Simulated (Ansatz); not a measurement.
A computed series for SnO2: response to strain

Take SnO2 in the rutile structure (space group P4_2/mnm, No. 136; a = 4.7224 Å, c = 3.1903 Å) as the base. Axes: x, y, z lie along a, b, c of the conventional cell.

Strains are applied to the cell and any free atomic positions relax.

Method: LDA/PAW in Ansatz (a first-principles code), without spin-orbit coupling.

| uniaxial strain ε_xx (%) | band gap (eV) |
|---|---|
| -3 | 1.51 |
| -2.4 | ? |
| -1.8 | 1.36 |
| -1.2 | 1.29 |
| -0.6 | 1.22 |
| 0 | 1.16 |

Task: Fit E_g = E₀ + Dε (ε in %) to the rows shown and predict the withheld row.

Result: Least squares on the printed values gives E₀ = 1.15 eV, D = -117 meV per % of strain (largest residual 0.01 eV); this predicts 1.43 eV, and the run gives 1.43 eV, in agreement.

Stability against distortions was not tested.
